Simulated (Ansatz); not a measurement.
# Mo (model structure, started from the diamond type, Fd-3m, No. 227, 2 atoms in the cell)

Method: r²SCAN in Ansatz (plane waves, PAW).

Numerical settings: plane-wave cutoff 560 eV, 18×18×18 k mesh, Fermi–Dirac smearing 0.05 eV, no spin polarisation, scalar-relativistic PAW data made under PBE.

Cell (relaxed at this level):

```cif
data_Mo2
_chemical_formula_sum 'Mo2'
_space_group_name_H-M_alt 'P 1'
_space_group_IT_number 1
_cell_length_a 3.99431
_cell_length_b 3.99431
_cell_length_c 3.99431
_cell_angle_alpha 60.000
_cell_angle_beta 60.000
_cell_angle_gamma 60.000
loop_
_space_group_symop_operation_xyz
  'x, y, z'
loop_
_atom_site_label
_atom_site_type_symbol
_atom_site_fract_x
_atom_site_fract_y
_atom_site_fract_z
_atom_site_occupancy
Mo1 Mo 0.25000 0.25000 0.25000 1
Mo2 Mo 0.00000 0.00000 0.00000 1
```

For Mo (model structure, started from the diamond type, Fd-3m, No. 227, 2 atoms in the cell), the bulk modulus B0 is 112 GPa.

Note: the run has no spin polarisation, so it can have missed a magnetic state; the bulk modulus is −V dP/dV from two relaxed cells at ±2 % in volume; the relaxation could raise the start's symmetry but not lower it, so the cell can be a saddle point.

The result took around 50 core-seconds (rough).

A model structure was made by putting elements into a prototype or built by hand; it is no filed structure, need not be a known phase, and can be a saddle point held by its symmetry.

Ansatz is an electronic-structure program.
